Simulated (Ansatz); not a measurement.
Defect migration in corundum: O vacancy, neutral cell. The step: a nearby O atom hops onto the vacant site; the atom moves 2.74 Å along (-0.33, -0.36, -0.17) of the unit cell; the moving atom starts with neighbours 2 Al at 1.87, Al at 1.99, Al at 2.01 Å and ends with 2 Al at 1.87, Al at 1.99, Al at 2.00 Å. DFT values are from Ansatz (plane-wave PAW, 420 eV unless said) in a cell of 270 host sites, spin-restricted, static, with no finite-size correction. The charge state is imposed; whether it is stable for some Fermi level was not computed. Forms of the defect that were not tried may lie lower. For the PBE band: the saddle point's order was not checked.

```
Level                                                                      Forward barrier (eV)  Cost of the band or of the saddle's single point
-------------------------------------------------------------------------  --------------------  ------------------------------------------------
CHGNet universal potential (has no charge state), its own band                             1.54                                                 -
PBE, the Γ point alone, band relaxed                                                       4.07             about 2.4 core-hours (a rough figure)
PBE, a 2×2×2 k-point mesh shifted by half a step along c, same geometries                  4.11                    around 30 core-minutes (rough)
r2SCAN at 500 eV, the Γ point alone, same geometries                                       4.53            about 10 core-minutes (a rough figure)
HSE06, Γ point alone, same geometries                                                       [?]                           roughly 70 core-minutes
```

What belongs in the gaps?


- HSE06, Γ point alone, same geometries, Forward barrier (eV): 4.60

Ansatz is a program for electronic structure.
